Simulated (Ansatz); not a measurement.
A set of cells, compared by their band gap.

Cell A: KF (rock salt, Fm-3m), 2 atoms in the cell, k-point mesh 12×12×12 on the run's own vectors.
```cif
data_FK
_chemical_formula_sum 'K1 F1'
_space_group_name_H-M_alt 'P 1'
_space_group_IT_number 1
_cell_length_a 3.83297
_cell_length_b 3.83297
_cell_length_c 3.83297
_cell_angle_alpha 60.000
_cell_angle_beta 60.000
_cell_angle_gamma 60.000
loop_
_space_group_symop_operation_xyz
  'x, y, z'
loop_
_atom_site_label
_atom_site_type_symbol
_atom_site_fract_x
_atom_site_fract_y
_atom_site_fract_z
_atom_site_occupancy
K1 K 0.00000 0.00000 0.00000 1
F1 F 0.50000 0.50000 0.50000 1
```

Cell B: KCl (rock salt, Fm-3m), 2 atoms in the cell, k-point mesh 10×10×10 on the run's own vectors.
```cif
data_Cl4K4
_chemical_formula_sum 'K4 Cl4'
_space_group_name_H-M_alt 'Fm-3m'
_space_group_IT_number 225
_space_group_name_Hall '-F 4 2 3'
_cell_length_a 6.37769
_cell_length_b 6.37769
_cell_length_c 6.37769
_cell_angle_alpha 90.000
_cell_angle_beta 90.000
_cell_angle_gamma 90.000
loop_
_atom_site_label
_atom_site_type_symbol
_atom_site_symmetry_multiplicity
_atom_site_Wyckoff_symbol
_atom_site_fract_x
_atom_site_fract_y
_atom_site_fract_z
_atom_site_occupancy
K1 K 4 a 0.00000 0.00000 0.00000 1
Cl1 Cl 4 b 0.50000 0.50000 0.50000 1
```
(The calculation used a cell of 2 atoms; values per cell refer to that cell.)

Cell C: KBr (rock salt, Fm-3m), 2 atoms in the cell, k-point mesh 10×10×10 on the run's own vectors.
```cif
data_BrK
_chemical_formula_sum 'K1 Br1'
_space_group_name_H-M_alt 'P 1'
_space_group_IT_number 1
_cell_length_a 4.73756
_cell_length_b 4.73756
_cell_length_c 4.73756
_cell_angle_alpha 60.000
_cell_angle_beta 60.000
_cell_angle_gamma 60.000
loop_
_space_group_symop_operation_xyz
  'x, y, z'
loop_
_atom_site_label
_atom_site_type_symbol
_atom_site_fract_x
_atom_site_fract_y
_atom_site_fract_z
_atom_site_occupancy
K1 K 0.00000 0.00000 0.00000 1
Br1 Br 0.50000 0.50000 0.50000 1
```

Cell D: KI (rock salt, Fm-3m), 2 atoms in the cell, k-point mesh 8×8×8 on the run's own vectors.
```
KI
1.0
    0.00000     3.58911     3.58911
    3.58911     0.00000     3.58911
    3.58911     3.58911     0.00000
K I
1 1
Direct
  0.00000   0.00000   0.00000
  0.50000   0.50000   0.50000
```

Computed with Ansatz (plane waves, PAW), its default PAW set, cutoff 420 eV, 500 eV for r2SCAN. The structures are at rest with PBE; other levels are single points on them. HSE06 runs on coarser k-point meshes, which give the PBE gaps of the finer ones within 0.03 eV. Neutral cells; Fermi-Dirac smearing of at most 0.05 eV in the solids, energies taken to zero width. The lattices are those relaxed with PBE, so at other levels the solids can be strained, which adds to the spread. The runs are scalar-relativistic, without spin-orbit coupling. A dispersion term ran beside these levels; it doesn't touch the electrons. Gaps are highest filled to lowest empty Kohn-Sham level on the run's k-point mesh, states of defects and surfaces included; edges off the mesh make the true gap smaller, and under 0.08 eV counts as none.

Task: What does r2SCAN give for the band gap of each cell (eV)?

Result: 
```json
[
 {"system": "A", "r2SCAN": "6.61 (direct)"},
 {"system": "B", "r2SCAN": "5.69 (direct)"},
 {"system": "C", "r2SCAN": "4.95 (direct)"},
 {"system": "D", "r2SCAN": "4.49 (direct)"}
]
```

With r2SCAN the value is lowest for D and highest for A.

Task: How do the other levels compare?

Result: 
```json
[
 {"cell": "A", "PBE": "5.96 (direct)", "HSE06": "7.94"},
 {"cell": "B", "PBE": "5.05 (direct)", "HSE06": "6.35"},
 {"cell": "C", "PBE": "4.32 (direct)", "HSE06": "5.47"},
 {"cell": "D", "PBE": "3.86 (direct)", "HSE06": "4.85"}
]
```

With PBE the value is lowest for D and highest for A. With HSE06 the value is lowest for D and highest for A.

Ansatz is an electronic-structure program.
